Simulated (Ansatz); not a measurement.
Take TiO₂ in the anatase structure (space group I4_1/amd, No. 141) as the base.

```
TiO2
1.0
   -1.88489     1.88489     4.77588
    1.88489    -1.88489     4.77588
    1.88489     1.88489    -4.77588
Ti O
2 4
Direct
  0.50000   0.50000   0.00000
  0.25000   0.75000   0.50000
  0.29247   0.29247   0.00000
  0.04247   0.54247   0.50000
  0.45753   0.95753   0.50000
  0.70753   0.70753   0.00000
```

Method: Ansatz (a first-principles code) PBEsol, no spin-orbit coupling.

Base values:

The gap character is indirect, Γ–X (87 % along) → Γ and the shortest interatomic distance comes out as 3.643 bohr. The band gap is 2.11 eV.

Modification: a hydrostatic pressure of 1.8 GPa.

Q: Predict the new gap character.

A: The gap character remains indirect, Γ–X (87 % along) → Γ.

Q: What does the calculation give for the shortest interatomic distance after the change?

A: The shortest interatomic distance decreases by 0.009 bohr, from 3.643 bohr to 3.634 bohr.

Q: Predict the new band gap.

A: The band gap decreases by 0.013 eV (2.11 eV → 2.09 eV).

Load acts through the strain it causes; cell and atoms are relaxed under it. Whether these cells are dynamically stable was not tested. All final runs are without spin polarisation.
